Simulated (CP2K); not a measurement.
## Worked example: self-consistent single point of AlAs (F-43m, 2 atoms in the cell) in CP2K

Computed with PBE, GPW, DZVP-MOLOPT-SR-GTH basis, GTH-PBE potentials (GTH_POTENTIALS) (CP2K).

Input as run:

```
&GLOBAL
  PROJECT calc
  RUN_TYPE ENERGY_FORCE
  PRINT_LEVEL LOW
&END GLOBAL
&FORCE_EVAL
  METHOD Quickstep
  STRESS_TENSOR ANALYTICAL
  &DFT
    BASIS_SET_FILE_NAME BASIS_MOLOPT
    POTENTIAL_FILE_NAME GTH_POTENTIALS
    &QS
      METHOD GPW
      EPS_DEFAULT 1E-10
    &END QS
    &MGRID
      CUTOFF 400
      REL_CUTOFF 50
      NGRIDS 4
    &END MGRID
    &SCF
      SCF_GUESS ATOMIC
      EPS_SCF 1E-6
      MAX_SCF 100
      ADDED_MOS 4
      &DIAGONALIZATION
        ALGORITHM STANDARD
      &END DIAGONALIZATION
      &MIXING
        METHOD BROYDEN_MIXING
        ALPHA 0.3
        NBUFFER 10
        BETA 1
      &END MIXING
      &SMEAR ON
        METHOD FERMI_DIRAC
        ELECTRONIC_TEMPERATURE [K] 580.23
      &END SMEAR
    &END SCF
    &KPOINTS
      SCHEME MONKHORST-PACK 8 8 8
      GAMMA_CENTERED T
    &END KPOINTS
    &XC
      &XC_FUNCTIONAL PBE
      &END XC_FUNCTIONAL
    &END XC
    &PRINT
      &MO
        EIGENVALUES T
        OCCUPATION_NUMBERS T
        NDIGITS 8
        FILENAME mo
        &EACH
          QS_SCF 0
        &END EACH
        ADD_LAST NUMERIC
      &END MO
      &MULLIKEN OFF
      &END MULLIKEN
    &END PRINT
  &END DFT
  &SUBSYS
    &CELL
      A 4.00222400 0.00000000 0.00000000
      B 2.00111200 3.46602800 0.00000000
      C 2.00111200 1.15534300 3.26780300
      PERIODIC XYZ
    &END CELL
    &COORD
      SCALED
      Al       0.00000000     0.00000000     0.00000000
      As       0.25000000     0.25000000     0.25000000
    &END COORD
    &KIND Al
      BASIS_SET DZVP-MOLOPT-SR-GTH
      POTENTIAL GTH-PBE-q3
    &END KIND
    &KIND As
      BASIS_SET DZVP-MOLOPT-SR-GTH
      POTENTIAL GTH-PBE-q5
    &END KIND
  &END SUBSYS
  &PRINT
    &FORCES ON
    &END FORCES
    &STRESS_TENSOR ON
    &END STRESS_TENSOR
  &END PRINT
&END FORCE_EVAL
```

Output (repeated stretches shortened):

```
 GLOBAL| Method name                                                        CP2K
 GLOBAL| Project name                                                       calc
 GLOBAL| Run type                                                   ENERGY_FORCE

 TOTAL NUMBERS AND MAXIMUM NUMBERS

  Total number of            - Atomic kinds:                                   2
                             - Atoms:                                          2
                             - Shell sets:                                     2
                             - Shells:                                        10
                             - Primitive Cartesian functions:                  8
                             - Cartesian basis functions:                     28
                             - Spherical basis functions:                     26

  Maximum angular momentum of- Orbital basis functions:                        2
                             - Local part of the GTH pseudopotential:          0
                             - Non-local part of the GTH pseudopotential:      4

 SCF PARAMETERS         Density guess:                                    ATOMIC
                        max_scf:                                             100
                        max_diis:                                              4
                        eps_scf:                                        1.00E-06
                        eps_diis:                                       1.00E-01
                        eps_eigval:                                     1.00E-05
                        level_shift [a.u.]:                             0.000000
                        added MOs                                         4    0
                        Mixing method:                            BROYDEN_MIXING
                                                charge density mixing in g-space
                        Smear method:                                FERMI_DIRAC
                        Electronic temperature [K]:                        580.2
                        Electronic temperature [a.u.]:                  1.84E-03
                        Accuracy threshold:                             1.00E-10
                        No outer SCF

 Extrapolation method: initial_guess

 Number of electrons:                                                          8
 Number of occupied orbitals:                                                  4
 Number of molecular orbitals:                                                 8

 Number of orbital functions:                                                 26
 Number of independent orbital functions:                                     26

 SCF WAVEFUNCTION OPTIMIZATION

  Step     Update method      Time    Convergence         Total energy    Change
     1 NoMix/Diag. 0.30E+00      -     1.17001471        -8.5065310157 -8.51E+00
     2 Broy./Diag. 0.30E+00      -     0.03102882        -8.2995700517  2.07E-01
     3 Broy./Diag. 0.30E+00      -     0.07385684        -8.3349045121 -3.53E-02
     4 Broy./Diag. 0.30E+00      -     0.00897752        -8.4135164549 -7.86E-02
     5 Broy./Diag. 0.30E+00      -     0.00527610        -8.4108654319  2.65E-03
     6 Broy./Diag. 0.30E+00      -     0.00108361        -8.4161602476 -5.29E-03
     7 Broy./Diag. 0.30E+00      -     0.00008818        -8.4176233384 -1.46E-03
     8 Broy./Diag. 0.30E+00      -     0.00005800        -8.4186052580 -9.82E-04
     9 Broy./Diag. 0.30E+00      -     0.00000459        -8.4187153228 -1.10E-04
    10 Broy./Diag. 0.30E+00      -     0.00001101        -8.4186913795  2.39E-05
    11 Broy./Diag. 0.30E+00      -     0.00000123        -8.4186830977  8.28E-06
    12 Broy./Diag. 0.30E+00      -     0.00000055        -8.4186785456  4.55E-06

  *** SCF run converged in    12 steps ***

  Electronic density on regular grids:         -8.0000000000       -0.0000000000
  Core density on regular grids:                7.9999999980       -0.0000000020
  Total charge density on r-space grids:       -0.0000000020
  Total charge density g-space grids:          -0.0000000020

  Overlap energy of the core charge distribution:               0.00000000021251
  Self energy of the core charge distribution:                -19.20414543999093
  Core Hamiltonian energy:                                      4.27224173250211
  Hartree energy:                                               8.92102114286713
  Exchange-correlation energy:                                 -2.40779598112830
  Electronic entropic energy:                                  -0.00000000008802
  Fermi energy:                                                 0.17055900129151

  Total energy:                                                -8.41867854562550
  Total energy (extrapolated to T->0):                         -8.41867854558149

 ENERGY| Total FORCE_EVAL ( QS ) energy [hartree]             -8.418678511457431

 FORCES| Atomic forces [hartree/bohr]
 FORCES|   Atom     x               y               z               |f|
 FORCES|      1  1.95516127E-10  8.24865045E-10 -4.02762811E-08   4.02852013E-08
 FORCES|      2  1.00706356E-08  5.09830774E-09  4.44704643E-08   4.58806346E-08
 FORCES| Sum     1.02661517E-08  5.92317279E-09  4.19418318E-09
 FORCES| Total atomic force                                       1.25725502E-08

 STRESS| Analytical stress tensor [bar]
 STRESS|                        x                   y                   z
 STRESS|      x        3.22985185601E+04  -2.14979698340E-02  -1.52013928490E-02
 STRESS|      y       -2.14979698340E-02   3.22984193647E+04  -2.40568072042E-02
 STRESS|      z       -1.52013928490E-02  -2.40568072042E-02   3.22981108360E+04
 STRESS| 1/3 Trace                                             3.22983495869E+04
```

The run converged in 12 iterations.

The starting cell has typed, rounded lattice constants, without a prior relaxation at this level. Values carry the incompleteness of an atom-centred basis. With a pressure of about 3 GPa the cell is away from its equilibrium volume at this level.
